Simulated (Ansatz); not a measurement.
## SiGe (model structure, started from the MnP type, Pnma, No. 62, 8 atoms in the cell)

Calculation: PBEsol (plane waves, PAW; Ansatz, an electronic-structure program).

Settings: plane-wave cutoff 500 eV, 8×12×6 k mesh (along the axes of the cell as run), Fermi–Dirac smearing 0.05 eV, scalar-relativistic PAW data made under PBE.

Cell (relaxed at this level):

Space group Pnma (No. 62); a = 5.2867 Å, b = 3.4801 Å, c = 7.5197 Å, α = β = γ = 90.00°

```json
[
 {"atom": "Ge", "site": "4c", "symmetry": ".m.", "x": "0.0136", "y": "0.7500", "z": "0.1714"},
 {"atom": "Si", "site": "4c", "symmetry": ".m.", "x": "0.1345", "y": "0.2500", "z": "0.4301"}
]
```

```yaml
band_gap: zero (no gap)
```

Note: the relaxation could raise the start's symmetry but not lower it, so the cell can be a saddle point.

Spin–orbit coupling is not included.

Static lattice: no zero-point or thermal effects.

A model structure was made by putting elements into a prototype or built by hand; it is no filed structure, need not be a known phase, and can be a saddle point held by its symmetry.
